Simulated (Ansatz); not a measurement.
## Sn: uniaxial strain ε_zz = −0.50 %

The parent structure is Sn in the diamond structure (space group Fd-3m, No. 227; a = 6.474 Å; relaxed with 0.1 eV smearing). Axes: x, y, z lie along the cube axes.

Now apply this change: the cell is compressed by 0.50 % along z with no lateral relaxation; the atoms relax in the strained cell.

All numbers come from LDA, PAW, 420 eV (Ansatz, an electronic-structure program; no spin-orbit coupling). Γ-centred 16×16×16 mesh, Fermi–Dirac width 0.1 eV.

| quantity | base | changed | shift |
|---|---|---|---|
| volume per atom | 33.93 Å³ | 33.76 Å³ | -0.17 Å³ |
| space group | Fd-3m (No. 227) | I4_1/amd (No. 141) | – |
| shortest interatomic distance | 2.804 Å | 2.799 Å | -0.005 Å |
| energy relative to the base (free energy F) | 0 meV/atom | +0.2 meV/atom | +0.2 meV/atom |
| pressure (mean of the normal stresses, compression positive) | 0.0 GPa | 0.2 GPa | +0.2 GPa |
| band gap | zero | zero | – |
| stress (xx, yy, zz, yz, xz, xy; compression positive) | – | (0.2, 0.2, 0.3, 0.0, 0.0, 0.0) GPa | – |

Final structure:

```
CELL_PARAMETERS angstrom
      0.00000     3.23724     3.22105
      3.23724     0.00000     3.22105
      3.23724     3.23724     0.00000
ATOMIC_POSITIONS crystal
  Sn 0.00000 0.00000 0.00000
  Sn 0.25000 0.25000 0.25000
```

Whether these cells are dynamically stable was not tested.
